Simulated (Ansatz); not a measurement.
Structures of equal composition on the (111) surface of fcc Ni, ferromagnetic: a layer of Cu in place of the second plane; a layer of Cu in place of the third plane. The slabs share one bottom face, and each structure is named by its start. These are constructed structures in small cells; real faces may alloy, dewet or reconstruct in larger ones, and not all known structures of the face are among them. Slabs of about 10 Å with all that they carry, Fermi-Dirac smearing of 0.1 eV. Bottom of the slabs: a bare face, its two planes held. Relaxed from the named starts with such symmetry as they have, on meshes of like density; energies extrapolated to zero smearing; no spin-orbit coupling, no U. Spin-polarised runs, if any, are marked in brackets, and their order is one that fits the cell; the others ran without spin. Where a second, spin-polarised start was run, the lower counts.

Level of theory: PBE (plane waves to 420 eV, PAW; Ansatz, an electronic-structure program).

Problem. Rank these by energy per 1x1 cell (lowest first), as PBE gives it.

Solution. a layer of Cu in place of the second plane (0.000 eV [spin, 2.9 μB a cell]), a layer of Cu in place of the third plane (0.021 eV [spin, 3.0 μB a cell])
